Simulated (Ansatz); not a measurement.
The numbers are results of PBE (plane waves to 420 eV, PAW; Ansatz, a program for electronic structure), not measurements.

Planar average of the electrostatic potential across the slab, in eV from the Fermi level, for a constructed model of the (110) surface of bcc Mo, a cell of two sites (a+b, b-a) surface alloy, Al on one Mo site of the top plane (bottom of the slab: a bare face, its two planes held):

| z (Å) | V (eV) |
|---|---|
| 3.72 | 4.65 |
| 4.01 | 4.65 |
| 4.30 | 4.65 |
| 4.58 | 4.64 |
| 4.87 | 4.63 |
| 5.16 | 4.61 |
| 5.44 | 4.57 |
| 5.73 | 4.48 |
| 6.02 | 4.30 |
| 6.30 | 3.96 |
| 6.59 | 3.30 |
| 6.88 | 2.01 |
| 7.16 | -0.52 |
| 7.45 | -6.18 |
| 7.73 | -14.82 |
| 8.02 | -21.67 |
| 8.31 | -22.77 |
| 8.59 | -17.54 |
| 8.88 | -9.04 |
| 9.17 | -2.91 |
| 9.45 | -2.57 |
| 9.74 | -8.11 |
| 10.03 | -16.79 |
| 10.31 | -22.82 |
| 10.60 | -22.61 |
| 10.89 | -16.29 |
| 11.17 | -7.67 |
| 11.46 | -2.53 |
| 11.74 | -3.27 |
| 12.03 | -9.72 |
| 12.32 | -18.23 |
| 12.60 | -23.19 |
| 12.89 | -21.66 |
| 13.18 | -14.50 |
| 13.46 | -6.14 |
| 13.75 | -2.12 |
| 14.04 | -4.01 |
| 14.32 | -11.32 |
| 14.61 | -19.53 |
| 14.90 | -23.35 |
| 15.18 | -20.55 |
| 15.47 | -12.74 |
| 15.76 | -4.87 |
| 16.04 | -2.05 |
| 16.33 | -5.12 |
| 16.61 | -12.86 |
| 16.90 | -20.40 |
| 17.19 | -22.96 |
| 17.47 | -19.08 |
| 17.76 | -11.08 |
| 18.05 | -4.18 |
| 18.33 | -2.68 |
| 18.62 | -6.63 |
| 18.91 | -11.91 |
| 19.19 | -14.62 |
| 19.48 | -13.77 |
| 19.77 | -9.80 |
| 20.05 | -4.20 |
| 20.34 | 0.14 |
| 20.62 | 2.23 |
| 20.91 | 3.30 |
| 21.20 | 3.83 |
| 21.48 | 4.10 |
| 21.77 | 4.24 |
| 22.06 | 4.30 |
| 22.34 | 4.34 |
| 22.63 | 4.35 |
| 22.92 | 4.36 |
| 23.20 | 4.36 |
| 23.49 | 4.37 |
| 23.78 | 4.37 |

Model: 12-atom slab, 11.1 Å thick at the start with caps and adatoms (thin: gaps and levels are the slab's own), 12x9x1 mesh, Fermi-Dirac 0.1 eV, dipole correction, 4 atoms held, the rest relaxed; held to the start's symmetry, so lower structures may exist; no spin, no spin-orbit, no U. It is one candidate, not shown to be the stable structure of the face.

The vacuum level lies 4.37 eV above the Fermi level over the top face and 4.65 eV above it under the bottom face.
